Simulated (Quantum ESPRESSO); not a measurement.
## Short convergence ladders for a (001) slab of Ge2Mo (cut from a parent of space group no. 139; 6 atoms in the cell)

```
CELL_PARAMETERS angstrom
      3.33679     0.00000     0.00000
      0.00000     3.33679     0.00000
      0.00000     0.00000    20.77391
ATOMIC_POSITIONS crystal
  Ge 0.50000 0.50000 0.66304
  Ge 0.00000 0.00000 0.33696
  Mo 0.00000 0.00000 0.59901
  Ge 0.00000 0.00000 0.46502
  Ge 0.50000 0.50000 0.53498
  Mo 0.50000 0.50000 0.40099
```

Base method: LDA (PW92), PseudoDojo standard norm-conserving (LDA) pseudopotentials (plane waves; Quantum ESPRESSO).

Base settings: ecutwfc = 80 Ry; occupations = smearing; smearing = gauss; degauss = 0.0073499 Ry; potentials = {Ge: Ge.upf, Mo: Mo.upf}; K_POINTS = automatic 5 5 1 0 0 0; conv_thr = 1e-10 Ry; mixing_beta = 0.3.

The count of work is k-points × plane waves × bands × iterations; it is no time. 

**The vacuum**

The mesh stays at the base's, so the ladder's end is converged at best in this setting alone.

Only quantities that move along the ladder and can be compared are tabulated.

```tsv
vacuum between outermost atoms (Å)	free energy less the last step's (meV/atom)	largest difference of a force vector from the last step's (eV/Å)	count of work / last
3.0	-71.80	0.623	0.29
5.0	-2.20	0.045	0.32
7.0	-0.06	0.006	0.37
14.0	0.00	0.000	0.56
30.0	0.00	0.000	1.0
```

Smallest vacuum between outermost atoms (Å) that holds the forces within 0.005 eV/Å of the last step, with all finer ones: 14.0; the step before is off by 0.006 eV/Å.

Smallest vacuum between outermost atoms (Å) that holds the free energy within 1 meV/atom of the last step, with all finer ones: 7.0, at 0.37 of the last step's count of work; the step before is off by 2.2 meV/atom.

**The k-point mesh**

Only quantities that move along the ladder and can be compared are tabulated.

| K_POINTS | free energy less the last step's (meV/atom) | largest difference of a force vector from the last step's (eV/Å) | count of work / last |
|---|---|---|---|
| automatic 2 2 1 0 0 0 | 85.17 | 2.277 | 0.11 |
| automatic 4 4 1 0 0 0 | 11.68 | 0.133 | 0.19 |
| automatic 5 5 1 0 0 0 | 6.52 | 0.106 | 0.19 |
| automatic 7 7 1 0 0 0 | 2.92 | 0.106 | 0.36 |
| automatic 13 13 1 0 0 0 | 0.00 | 0.000 | 1.0 |

Coarsest K_POINTS that holds the free energy within 5 meV/atom: not settled: the last two steps still differ by 2.9 meV/atom, over half the tolerance, so the ladder does not show it.

Coarsest K_POINTS that holds the forces within 0.02 eV/Å: not settled: the last two steps still differ by 0.11 eV/Å, over half the tolerance, so the ladder does not show it.

**The plane-wave cutoff**

The mesh stays at the base's, so the ladder's end is converged at best in this setting alone.

Only quantities that move along the ladder and can be compared are tabulated.

```tsv
ecutwfc	free energy less the last step's (meV/atom)	largest difference of a force vector from the last step's (eV/Å)	count of work / last
40 Ry	23094.56	0.305	0.13
48 Ry	5652.12	0.060	0.18
56 Ry	952.87	0.023	0.21
80 Ry	0.71	0.000	0.35
160 Ry	0.00	0.000	1.0
```

Coarsest ecutwfc that holds the free energy within 5 meV/atom of the last step, with all finer ones: 80 Ry, at 0.35 of the last step's count of work; the step before is off by 950 meV/atom.

Coarsest ecutwfc that holds the forces within 0.01 eV/Å of the last step, with all finer ones: 80 Ry, at 0.35 of the last step's count of work; the step before is off by 0.023 eV/Å.

On the base run: the starting cell comes from a database of computed structures (which also holds hypothetical and non-ambient phases and stackings), without a prior relaxation at this level. The slab is cut from that crystal, and its faces are unrelaxed. Its lattice was rescaled by up to half a per cent. Spin polarisation is off. Without a gap this mesh is coarse (it stands for a supercell whose shortest in-plane vector is 17 Å).
